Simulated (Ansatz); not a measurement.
For white tin (β-Sn), revPBE (Ansatz, a program for electronic structure, plane waves, PAW) gives:

| Item | Value |
|---|---|
| lattice constant a | 5.987 Å |
| c axis length | 3.239 Å |
| bulk modulus | 44.3 GPa |

What does r²SCAN+rVV10 (Ansatz, plane waves, PAW) give for the same quantities?


- lattice constant a: 5.852 Å (decreases by 2.3 %)
- lattice parameter c: 3.169 Å (drops by 2.2 %)
- bulk modulus: 57.4 GPa (goes up by 30 %)

For comparison: lattice constant a 5.831 Å (measured, 293 K, no zero-point or thermal correction; as tabulated in Wikipedia's data pages); lattice parameter c 3.181 Å (measured, 293 K, no zero-point or thermal correction; as tabulated in Wikipedia's data pages); bulk modulus 57.0 GPa (measured, temperature not stated, no zero-point or thermal correction; as tabulated in Chen et al. (2023), arXiv:2209.05059).

Changes are worked out from the printed values.

Unless a cell is named, each level is at its own relaxed cell (revPBE 29.03, r²SCAN+rVV10 27.13 Å³/atom).

Ansatz's density-functional and Hartree–Fock values are scalar-relativistic unless marked +SOC, with PAW data made under PBE.
